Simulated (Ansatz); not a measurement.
Take CdS in the zinc blende structure (space group F-43m, No. 216) as the base.

```yaml
crystal:
  lattice:
    - [0.00000, 2.93887, 2.93887]
    - [2.93887, 0.00000, 2.93887]
    - [2.93887, 2.93887, 0.00000]
  atoms:
    - { symbol: S, position: [0.25000, 0.25000, 0.25000] }
    - { symbol: Cd, position: [0.00000, 0.00000, 0.00000] }
```

All numbers come from DFT with r2SCAN, PAW potentials and a 500 eV plane-wave cutoff in Ansatz (an electronic-structure program), scalar-relativistic without spin-orbit coupling.

One change was made to it. Results:

The electron mass becomes 0.20 mₑ (at Γ) (base: 0.15 mₑ (at Γ)); the density rises by 2.698 g/cm³, from 4.73 g/cm³ to 7.42 g/cm³; the band gap rises by 0.744 eV to 2.29 eV; the gap character remains direct at Γ.

Question: Name the change that was made.
A) pressure 3 GPa
B) pressure 7 GPa
C) pressure 30 GPa
D) pressure 75 GPa
E) pressure −2 GPa

Answer: D, pressure 75 GPa. For comparison, the band gap in the other runs: pressure 30 GPa gives 2.08 eV; pressure 3 GPa gives 1.64 eV; pressure 7 GPa gives 1.75 eV; pressure −2 GPa gives 1.46 eV.

Load acts through the strain it causes; cell and atoms are relaxed under it. Masses are band curvatures over ±0.01 Å⁻¹ around the edge. Stability against distortions was not tested. Tetrahedral semiconductors of this kind turn to denser phases somewhere between about 1 and 50 GPa; those were not computed, so compressed cells here can lie past the real transition.
